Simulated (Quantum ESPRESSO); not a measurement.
Zone-centre phonon calculation of Zr₃AlN₄ (P4/mmm, 8 atoms in the cell) at several settings

```
Zr3AlN4
1.0
    3.24513     0.00000     0.00000
    0.00000     3.24513     0.00000
    0.00000     0.00000     9.06083
Zr Al N
3 1 4
Cartesian
  1.62257   1.62257   6.80785
  1.62257   1.62257   2.25298
  0.00000   0.00000   4.53041
  0.00000   0.00000   0.00000
  0.00000   0.00000   2.03986
  0.00000   0.00000   7.02096
  1.62257   1.62257   0.00000
  1.62257   1.62257   4.53041
```

Base: PBEsol, GBRV 1.5 ultrasoft (PBESOL) pseudopotentials run with Quantum ESPRESSO. Its settings: ecutwfc = 40 Ry; ecutrho = 320 Ry; occupations = smearing; smearing = mp; degauss = 0.0147 Ry; potentials = {Zr: zr_pbesol_v1.uspp.F.UPF, Al: al_pbesol_v1.uspp.F.UPF, N: n_pbesol_v1.2.uspp.F.UPF}; K_POINTS = automatic 7 7 3 0 0 0; conv_thr = 1e-11 Ry; mixing_beta = 0.7. Starting volume 11.93 Å³ per atom.

Each line gives the change from the base single point and the result:

- pseudopotentials: {Zr: zr_pbesol_v1.uspp.F.UPF, Al: al_pbesol_v1.uspp.F.UPF, N: n_pbesol_v1.2.uspp.F.UPF} → {Zr: zr_lda_v1.uspp.F.UPF, Al: al_lda_v1.uspp.F.UPF, N: n_lda_v1.2.uspp.F.UPF}; K_POINTS: automatic 7 7 3 0 0 0 → automatic 4 4 2 0 0 0; ph.x.tr2_ph: default → 1e-14; ph.x.fildyn: default → dyn.G; dynmat.x.fildyn: default → dyn.G; dynmat.x.asr: default → simple [DFT, LDA (PZ), plane waves, GBRV 1.5 ultrasoft (LDA) pseudopotentials]: pressure -19.47 GPa; largest force (vector length) 0.159 eV/Å; zone-centre frequencies (cm⁻¹; negative means imaginary) -214, -214, 0, 0, 0, 136, 136, 146, 168, 168, 206, 267, 267, 280, 389, 434, 440, 440, 458, 458, 511, 511, 528, 588.
- ecutwfc: 40 Ry → 28 Ry; ecutrho: 320 Ry → 224 Ry; pseudopotentials: {Zr: zr_pbesol_v1.uspp.F.UPF, Al: al_pbesol_v1.uspp.F.UPF, N: n_pbesol_v1.2.uspp.F.UPF} → {Zr: zr_lda_v1.uspp.F.UPF, Al: al_lda_v1.uspp.F.UPF, N: n_lda_v1.2.uspp.F.UPF}; ph.x.tr2_ph: default → 1e-14; ph.x.fildyn: default → dyn.G; dynmat.x.fildyn: default → dyn.G; dynmat.x.asr: default → simple [DFT, LDA (PZ), plane waves, GBRV 1.5 ultrasoft (LDA) pseudopotentials]: pressure -26.91 GPa; largest force (vector length) 0.308 eV/Å; zone-centre frequencies (cm⁻¹; negative means imaginary) -209, -209, 0, 0, 0, 125, 125, 142, 170, 170, 204, 269, 269, 276, 374, 434, 441, 441, 454, 454, 486, 486, 489, 585.

The starting cell comes from a database of computed structures (which also holds hypothetical and non-ambient phases and stackings), without a prior relaxation at this level. Its lattice was rescaled by a random factor within 2.5 % of one. In the base run, with a pressure of about -15 GPa the cell is away from its equilibrium volume at this level.

Frequencies and response belong to this unrelaxed cell, and polar modes hold no LO-TO splitting.
